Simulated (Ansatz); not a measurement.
# PbZrO3 (Amm2, No. 38, 5 atoms in the cell; start mp-20337; a measured phase of this formula has another space group): properties by level of theory

```
level (code)           cohesive energy (eV/atom)  band gap (eV)
---------------------  -------------------------  -------------
LDA (Ansatz)                                7.28           2.59
PBEsol (Ansatz)                       (withheld)           2.60
r²SCAN (Ansatz)                             6.11           3.12
r²SCAN+rVV10 (Ansatz)                 (withheld)           3.07
```

Task: Complete the blanks.

Result: 
- PBEsol (Ansatz, a program for electronic structure), cohesive energy (eV/atom): 6.59
- r²SCAN+rVV10 (Ansatz), cohesive energy (eV/atom): 6.28

Computed values are for a static lattice. Levels without +SOC have no spin–orbit coupling; where heavier elements are present it shifts gaps, mostly down, and can invert bands.  Each level is taken at its own relaxed cell. Cutoffs differ between the levels. Ansatz's density-functional and Hartree–Fock values are scalar-relativistic unless marked +SOC, with PAW data made under PBE.

Caveats: the relaxation could not lower the start's symmetry, so the cell can be a saddle point above a distorted one (LDA, PBEsol, r²SCAN, r²SCAN+rVV10). Ansatz's density-functional and Hartree–Fock values are scalar-relativistic unless marked +SOC, with PAW data made under PBE.

Unless a cell is named, each level is at its own relaxed cell (LDA 14.10, PBEsol 14.46, r²SCAN 14.68, r²SCAN+rVV10 14.52 Å³/atom).

Free atoms are spin-polarised, in the lowest state found; at levels without +SOC their spin–orbit coupling is left out.

Computed values are for the static lattice.

A start named mp-… is a Materials Project structure, which need not be a measured phase.
